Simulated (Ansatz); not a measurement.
**MgO (P6₃mc, No. 186, 4 atoms in the cell; start mp-549706; a measured phase of this formula has another space group): band gap by level of theory**

No measured value is used here.

```
level (code)             value (eV)
--------------------  -------------
LDA (Ansatz)          3.37 (direct)
PBEsol (Ansatz)       3.36 (direct)
r²SCAN (Ansatz)          (withheld)
HSE06 (Ansatz)        5.09 (direct)
PBE0 (Ansatz)         5.80 (direct)
r²SCAN0 (Ansatz)      6.23 (direct)
G0W0@PBEsol (Ansatz)     (withheld)
```

**Question.** Some entries are withheld; supply them.

**Answer.** 
- r²SCAN (Ansatz, a first-principles code), value (eV): 4.16 (direct)
- G0W0@PBEsol (Ansatz), value (eV): 5.99 (direct)

Computed values are for a static lattice.  HSE06, PBE0, r²SCAN0: the gap is read on the k mesh or supercell of the run alone and can be too large. Values are at the PBEsol cell. Cutoffs and k meshes differ between the levels. Ansatz's density-functional and Hartree–Fock values are scalar-relativistic unless marked +SOC, with PAW data made under PBE.

A start named mp-… is a Materials Project structure, which need not be a measured phase.
